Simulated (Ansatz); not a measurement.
MgO (model structure, started from the alpha GeTe type, Fm-3m, No. 225, 2 atoms in the cell): band gap by level of theory

No measured value is used here.

```tsv
level (code)	value (eV)	cell (Å³/atom)
PBE (Ansatz)	4.46	9.62
PBEsol (Ansatz)	4.62	9.36
PBE-D3(BJ) (Ansatz)	4.77	9.31
r²SCAN (Ansatz)	5.68	9.29
HSE06 (Ansatz)	6.54	9.29
```

Computed values are for a static lattice.  PBE, PBEsol, PBE-D3(BJ), r²SCAN, HSE06: the gap is read on the k mesh or supercell of the run alone and can be too large. HSE06: exact exchange on metals is sensitive to the k mesh and can open a false gap. Values are at the level's own equilibrium cell; HSE06 at the r²SCAN cell. K meshes differ between the levels. Ansatz's density-functional and Hartree–Fock values are scalar-relativistic unless marked +SOC, with PAW data made under PBE.

A model structure was made by putting elements into a prototype or built by hand; here it ended with the formula and space group of a phase in our tables.

Ansatz is a first-principles code.
